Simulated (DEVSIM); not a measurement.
Structure: illuminated CdTe p-on-n cell, one wavelength, at 300 K.

Layer 1 from the left is CdTe, thickness (μm) 0.250, Na (cm⁻³) 1.8e18, τn (s) 1.2e-9, τp (s) 5.2e-10, absorption coefficient (cm⁻¹) 6800. Layer 2 from the left is CdTe, thickness (μm) 1.80, Nd (cm⁻³) 2.4e16, τn (s) 4e-9, τp (s) 4e-9, absorption coefficient (cm⁻¹) 6800.

Left contact: ohmic, minority electron recombination velocity 8e6 cm/s. Right contact: ohmic, minority hole recombination velocity 1e6 cm/s. Voltage is applied to the left contact. Recombination: SRH at mid-gap, radiative, Auger. Light enters at the left, 1.6e18 photons cm⁻² s⁻¹, one pass, no reflection. Mobility is μmin + (μ − μmin)/(1 + (N/Nref)^α).

The device is made up for the run: typed textbook-type constants, with dimensions and the other settings drawn at random. Values at 300 K.

CdTe: gap (eV) 1.5, affinity (eV) 4.28, permittivity 10.2, Nc (cm⁻³) 8e17, Nv (cm⁻³) 1.8e19, μn (cm²/Vs) 1000, μp (cm²/Vs) 80, μn,min 100, μp,min 10, Nref,n 1e17, Nref,p 1e17, αn 0.6, αp 0.6, B (cm³/s) 1e-10, Cn (cm⁶/s) 1e-30, Cp (cm⁶/s) 1e-30.

Simulated with DEVSIM: 1D drift-diffusion, Boltzmann statistics, complete ionisation; no tunnelling, impact ionisation, image-force lowering or self-heating.

**Question.** What does the simulation give for the short-circuit current, the share of generated pairs collected at short circuit, the potential step across the device at zero bias?

**Answer.** short-circuit current 109 mA/cm²; share of generated pairs collected at short circuit 0.564; potential step across the device at zero bias 1.350 V.
